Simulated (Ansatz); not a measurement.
The cell is built on a prototype and need not be the phase stable at ambient conditions.

By r2SCAN, the system below comes out a metal.

The ballistic (Sharvin) conductance counts the channels at the Fermi level: G/A = (e²/h) × channels of both spins per area.

Given:

```
BP
1.0
    3.01819     0.00000     0.00000
    0.00000     3.01819     0.00000
    1.50909    -1.50909     2.13418
P B
1 1
Direct
  0.00000   0.00000   0.00000
  0.50000   0.50000   0.00000
```

Space group of this cell: Fm-3m, rock salt. The cell was relaxed by PBE-D3(BJ); by r2SCAN its mean pressure is 6.2 GPa.

The current flows along the normal of the first two printed cell vectors. No spin-orbit coupling; the value is a mean over 0.1 eV about the Fermi level.

Question: Predict the ballistic conductance per area from r2SCAN run with Ansatz (a program for electronic structure).

Answer: 1.4 × 10¹⁵ S/m² for both spins.
